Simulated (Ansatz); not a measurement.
What tensor shear ε_xy = +1.14 % does to PbSe

The parent structure is PbSe in the rock salt structure (space group Fm-3m, No. 225; a = 6.178 Å). Axes: x, y, z lie along the cube axes.

Now apply this change: a pure shear with ε_xy = ε_yx = 0.0114, atoms relaxed at fixed cell.

The values are results of Ansatz (a quantum-chemistry and plane-wave program) r2SCAN, without spin-orbit coupling, not measurements. k-mesh 9×9×9 (Γ-centred); smearing 0.05 eV (Fermi–Dirac).

* **Volume per atom**: 29.47 Å³ (base 29.48 Å³)
* **Space group**: Immm (No. 71) (base Fm-3m (No. 225))
* **Energy relative to the base (free energy F)**: +0.9 meV/atom
* **Band gap**: 0.55 eV (base 0.67 eV)
* **Gap character**: indirect, S → R
* **Hole mass**: 0.23 mₑ along k, 0.11 mₑ across (at L) (base 0.24 mₑ along k, 0.11 mₑ across (at L))
* **Valley order (the lowest conduction-band minima on the path, energy above the VBM, named in the base's zone)**: L along [1-11] 0.55 eV; L along [111] 0.67 eV; a point along [1-10], about 0.6 Å⁻¹ from Γ 1.31 eV; a point along [110], about 0.6 Å⁻¹ from Γ 1.52 eV (base L along ⟨111⟩ 0.67 eV; a point along ⟨110⟩, about 0.6 Å⁻¹ from Γ 1.46 eV)
* **Stress (xx, yy, zz, yz, xz, xy; compression positive)**: (0.00, 0.00, -0.02, 0.00, 0.00, -0.42) GPa

Spin-orbit coupling, missing from the scalar runs, can matter with Pb. The cells carry an imposed strain or load. Masses are band curvatures over ±0.01 Å⁻¹ around the edge. Along k means along the line from Γ to the band edge. No phonon test of stability was made. k-point labels follow each cell's own Brillouin zone.
